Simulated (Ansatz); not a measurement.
An Ansatz (a first-principles code) input (PBE (Ansatz), without spin-orbit coupling):

Ansatz 0.2 input:
```yaml
crystal:
  lattice:
    - [0, 2.8050527003, 2.8050527003]
    - [2.8050527003, 0, 2.8050527003]
    - [2.8050527003, 2.8050527003, 0]
  atoms:
    - { symbol: Na, position: [0, 0, 0] }
    - { symbol: Cl, position: [0.5, 0.5, 0.5] }
basis: { ecutwfc: 420, ecutrho_ratio: 4, xc_grid: 2, fft_grid_basis: typed }
kpoints: { mp_grid: { grid: [10, 10, 10] } }
hamiltonian:
  xc: pbe
  dispersion: none
  pseudopotentials: { kind: paw }
scf: { occupations: { method: fermi_dirac, width: 0.05 }, convergence: { dr2_threshold: 0.0000000002 } }
relax: { f_tol: 0.005, max_steps: 50 }
output: { forces: true, stress: true }
checkpoint: { write: state.ck, write_every: 1000 }
```

Question: Which symmetry and how many k-points will the program report, and about how many plane waves at Γ?

Answer: Space group Fm-3m (ITA 225) with 48 operations, k-points 47 of 1000, and 869 plane waves at Γ.

Question: And the final pressure?

Answer: 1.20 GPa (compression positive).

The cells carry an imposed strain or load. No phonon test of stability was made. The cell was made from NaCl in the rock salt structure (space group Fm-3m, No. 225) by this change: isotropic strain −1.50 %.
